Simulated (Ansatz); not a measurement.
CsCl-type FeAl was calculated with PBEsol (PAW; Ansatz, a program for electronic structure).

Run with plane-wave cutoff 560 eV, 16×16×16 k mesh, Fermi–Dirac smearing 0.1 eV, perturbation theory, no spin polarisation, scalar-relativistic PAW data made under PBE.

Computed at the level's own relaxed cell.

Problem. Estimate the zone-centre TO phonon frequency that the calculation returns.

Solution. 
- zone-centre TO phonon frequency: 362 cm⁻¹

The result took about 4 core-minutes (a rough figure).
